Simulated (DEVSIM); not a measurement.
Structure: Ni/La2O3/n-Si capacitor, at 400 K.

Layer 1 from the left is La2O3, thickness (nm) 3.90. Layer 2 from the left is Si, thickness (nm) 6000, Nd (cm⁻³) 9.1e15.

Metal gate on the left, work function 5.1 eV. Fixed charge at the semiconductor interface 2.3e10 cm⁻² (in units of +e); no interface traps.

Constants are typed, rounded textbook-type inputs, not results; the design itself was drawn at random and stands for no fabricated device. Values at 300 K; Nc and Nv go as T^1.5, mobilities as T to minus their exponent, the gap by Varshni's rule with the affinity fixed.

La2O3: gap (eV) 5.8, affinity (eV) 1.8, permittivity 27. Si: gap (eV) 1.124, affinity (eV) 4.05, permittivity 11.7, Nc (cm⁻³) 2.86e19, Nv (cm⁻³) 3.1e19, Varshni α (eV/K) 0.000473, Varshni β (K) 636.

Problem. Estimate by hand the flat-band voltage, the threshold voltage, and compare with a numerical solution.

Solution. 
- Flat-band voltage: C = 6.13 μF/cm², work-function difference 0.758 V; VFB = φms − qNf/C = 0.76 V; numerical 0.76 V.
- Threshold voltage: φF = 0.254 V, depletion charge √(4εqNφF) = 3.92e-8 C/cm²; VT = VFB − 2φF − Qd/C = 0.24 V; numerical 0.24 V.

Simulated with DEVSIM: 1D Poisson equation in equilibrium, Boltzmann statistics, complete ionisation; no quantum confinement or tunnelling. Metal contacts follow the ideal Schottky-Mott rule: no Fermi-level pinning, no interface dipoles.
